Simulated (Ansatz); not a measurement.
Consider PbSe in the rock salt structure (space group Fm-3m, No. 225).

```
CELL_PARAMETERS angstrom
      0.00000     3.08901     3.08901
      3.08901     0.00000     3.08901
      3.08901     3.08901     0.00000
ATOMIC_POSITIONS crystal
  Pb 0.00000 0.00000 0.00000
  Se 0.50000 0.50000 0.50000
```

Cartesian axes are those of the cell as printed.

Level of theory: DFT with r2SCAN, PAW potentials and a 500 eV plane-wave cutoff in Ansatz (a first-principles code), without spin-orbit coupling.

Strains are applied to the cell and any free atomic positions relax.

One change was made to it. Results:

| quantity | base | after |
|---|---|---|
| energy relative to the base (free energy F) | 0 meV/atom | +1.1 meV/atom |
| pressure (mean of the normal stresses, compression positive) | -0.1 kbar | -4.9 kbar |

Problem. What was done to the base?
(A) uniaxial strain ε_zz = +1.00 %
(B) uniaxial strain ε_zz = +3.00 %
(C) uniaxial strain ε_zz = +1.50 %

Solution. A, uniaxial strain ε_zz = +1.00 %. For comparison, the energy relative to the base in the other runs: uniaxial strain ε_zz = +3.00 % gives +9.3 meV/atom; uniaxial strain ε_zz = +1.50 % gives +2.5 meV/atom.

Stability against distortions was not tested.
